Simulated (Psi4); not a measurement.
Psi4 1.11, BP86/def2-svp: Cu(Cl) ([Cl][Cu]), 2 atoms. The geometry is a generated start, not checked to be a minimum at this level.

```
Item                                                 Value
--------------------------  ------------------------------
task                                                energy
method                                                bp86
basis                                             def2-svp
memory                                                3 GB
maxiter                                                100
keys of the molecule block                     symmetry c1
scf_type                                      df (default)
guess                       auto, which took SAD (default)
scf_initial_accelerator                    adiis (default)
e_convergence                              1e-06 (default)
d_convergence                              1e-06 (default)
dft_radial_points                             75 (default)
dft_spherical_points                         302 (default)
basis functions                                         49
grid points                                          43562
```

```xyz
2

Cu    -0.6068    -0.5797    -0.5900
Cl     0.6068     0.5797     0.5900
```

Charge 0 and multiplicity 1 are set for this test and not shown to be the ground state.

One run each on 2 threads. Values of diis_max_vecs tried: 3, 6, 10 (default), 20.

Q: Which value of diis_max_vecs needs the fewest SCF iterations, and what happens away from it?

A: Fewest SCF iterations, within one of each other: 6 with 10, 10 (default) with 10, 20 with 10. The count rises to 16 at 3. All converge to one solution.

```
diis_max_vecs  SCF iterations            end
-------------  --------------  -------------
3                          16  same solution
6                          10  same solution
10 (default)               10  same solution
20                         10  same solution
```
